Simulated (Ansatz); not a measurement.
Base system: Ru in the hcp (Mg type) structure (space group P6_3/mmc, No. 194; a = 2.6914 Å, c = 4.2489 Å; relaxed with 0.1 eV smearing). Axes: x lies along a and z along c of the hexagonal cell.

Level of theory: Ansatz (an electronic-structure program) PBEsol, no spin-orbit coupling.

Base values:

| Quantity | Value |
|---|---|
| Shortest interatomic distance | 2.632 Å |

Now apply this change: the cell is compressed by 0.50 % along z with no lateral relaxation; the atoms relax in the strained cell.

### Question
Predict the new stress, energy relative to the base and shortest interatomic distance.

### Answer
The stress (xx, yy, zz, yz, xz, xy; compression positive) is (1.0, 1.0, 3.6, 0.0, 0.0, 0.0) GPa; the energy rises by 0.7 meV/atom; the shortest interatomic distance decreases by 0.0086 Å (2.632 Å → 2.624 Å).

Whether these cells are dynamically stable was not tested. The final runs are not spin-polarised.
